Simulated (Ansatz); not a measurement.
Cubic perovskite BaZrO3 was calculated with HSE06 (PAW; Ansatz, a program for electronic structure).

Numerical settings: plane-wave cutoff 460 eV, 6×6×6 k mesh, Fermi–Dirac smearing 0.01 eV, scalar-relativistic PAW data made under PBE.

Cell (relaxed at this level):

```
CELL_PARAMETERS angstrom
      4.19203     0.00000     0.00000
      0.00000     4.19203     0.00000
      0.00000     0.00000     4.19203
ATOMIC_POSITIONS crystal
  Ba 0.00000 0.00000 0.00000
  Zr 0.50000 0.50000 0.50000
  O  0.50000 0.00000 0.50000
  O  0.00000 0.50000 0.50000
  O  0.50000 0.50000 0.00000
```

Question: Give the computed bulk modulus B0, band gap, smallest direct gap on the k points sampled and pressure derivative B′ of the bulk modulus.

Answer: 
bulk modulus B0: 165 GPa
band gap: 4.72 eV (on the SCF k mesh)
smallest direct gap on the k points sampled: 4.98 eV
pressure derivative B′ of the bulk modulus: 4.4

Measured, for comparison: band gap 5.3 eV (temperature not stated, no zero-point or thermal correction, first of three measured values (5.3, 4.86, 4.8), our sources range from 4.86 to 5.30; as tabulated in Lindman et al. (2015), arXiv:1503.06612); bulk modulus 189 GPa (temperature not stated, no zero-point or thermal correction; as tabulated in Sepliarsky et al. (2023), arXiv:2212.03924). Computed (rounded) less measured: bulk modulus -13 %.

Spin–orbit coupling is not included.

Computed values are for the static lattice.
